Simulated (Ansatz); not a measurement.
Worked example: self-consistent single point of ScAg₂ (I4mm, 3 atoms in the cell) in Ansatz (a first-principles code).

Method: PBEsol, default PAW files made with PBE (plane waves; Ansatz).

```
CELL_PARAMETERS angstrom
     -1.77444     1.77444     4.47660
      1.77444    -1.77444     4.47660
      1.77444     1.77444    -4.47660
ATOMIC_POSITIONS crystal
  Sc 0.00558 0.00558 0.00000
  Ag 0.66664 0.66664 0.00000
  Ag 0.33336 0.33336 0.00000
```

Reference input (self-consistent single point, DFT, PBEsol, plane waves, default PAW files made with PBE): basis.ecutwfc = 30.9 Ry; kpoints.mp_grid.grid = 9 9 9; hamiltonian.xc = pbesol; hamiltonian.pseudopotentials = {kind: paw} (the program's default PAW files); scf.occupations.method = fermi_dirac; scf.occupations.width = 0.0073 Ry. This run's input differs from it in these lines:

Ansatz 0.2 input:
```diff
@@ -10,3 +10,3 @@
 basis:
-  ecutwfc: 30.9 Ry
+  ecutwfc: 14.0 Ry
 kpoints:
```

Output (repeated stretches shortened):

```
SCF iter   1: F=—  HF=-17127.618081 eV  |F-HF|=—  |Δ(HF+E_count)|=         —  Δρ=1.78e-1  dr2=1.03e1  ethr=1.77e-3  ⟨swp⟩=4.0  Hψ=6783  notcnv=0
all-band conjugate gradients solve this SCF's bands
preconditioner: auto → Kerker (q_TF=auto, 2.665 Å⁻¹)
SCF iter   2: F=—  HF=-17123.464319 eV  |F-HF|=—  |Δ(HF+E_count)|=    4.15e0  Δρ=5.48e-2  dr2=6.72e-1  ethr=1.77e-3  ⟨swp⟩=2.0  Hψ=5100  notcnv=0
   [... lines left out ...]
SCF iter   5: F=—  HF=-17123.252343 eV  |F-HF|=—  |Δ(HF+E_count)|=   3.87e-3  Δρ=8.73e-4  dr2=2.08e-4  ethr=2.96e-5  ⟨swp⟩=1.9  Hψ=3070  notcnv=0
SCF iter   6: F=—  HF=-17123.252333 eV  |F-HF|=—  |Δ(HF+E_count)|=   1.05e-5  Δρ=1.43e-4  dr2=6.58e-6  ethr=4.25e-7  ⟨swp⟩=1.3  Hψ=2969  notcnv=0
SCF iter   7: F=—  HF=-17123.252202 eV  |F-HF|=—  |Δ(HF+E_count)|=   1.31e-4  Δρ=2.27e-5  dr2=2.20e-7  ethr=1.34e-8  ⟨swp⟩=2.1  Hψ=3380  notcnv=0
SCF iter   8: F=-17123.252202 eV  HF=-17123.252202 eV  |F-HF|=1.65e-8  |Δ(HF+E_count)|=   4.57e-8  Δρ=5.88e-6  dr2=2.48e-8  ethr=2.04e-10  ⟨swp⟩=3.0  Hψ=5684  notcnv=0
SCF 1 converged in 8 iterations: F = -17123.252202 eV  dr2 = 2.48e-8
Free energy (F): -17123.252202 eV
Internal energy: -17123.208660 eV  (E = F + TS)
E sigma→0 (E₀):  -17123.230431 eV
Entropy (-TS):   -0.043542 eV (-14.514 meV/atom)
Fermi energy:    14.882310 eV
--- Forces (eV/Å), atoms counted from 1 ---
  atom   1  Sc     0.00000000     0.00000000    -0.18666593
  atom   2  Ag    -0.00000000    -0.00000000     0.64657110
  atom   3  Ag     0.00000000    -0.00000000    -0.45986052
--- Stress (GPa, compression-positive) ---
       -0.862456       0.000000      -0.000000
        0.000000      -0.862456       0.000000
       -0.000000      -0.000000       3.465565
  P = ⅓ Tr σ = 0.5802 GPa (5.802 kbar)
  The stress holds the Pulay correction. Without it, at fixed plane waves, as pw.x and ABINIT print it: P = -446.5803 GPa
```

The run converged in 8 iterations. Against the reference run the free energy rises by 11.2 eV/atom, the pressure goes from -3.85 to 0.58 GPa and the largest force goes from 0.274 to 0.647 eV/Å.

The starting cell comes from a database of computed structures (which also holds hypothetical and non-ambient phases and stackings), without a prior relaxation at this level. Its lattice was rescaled by up to half a per cent. One atom was moved a little off its site on purpose. Ansatz's pressure includes its estimate of the finite-basis (Pulay) stress. Without the estimate this run gives -446.58 GPa. The cutoff lies below the one recommended for these files.
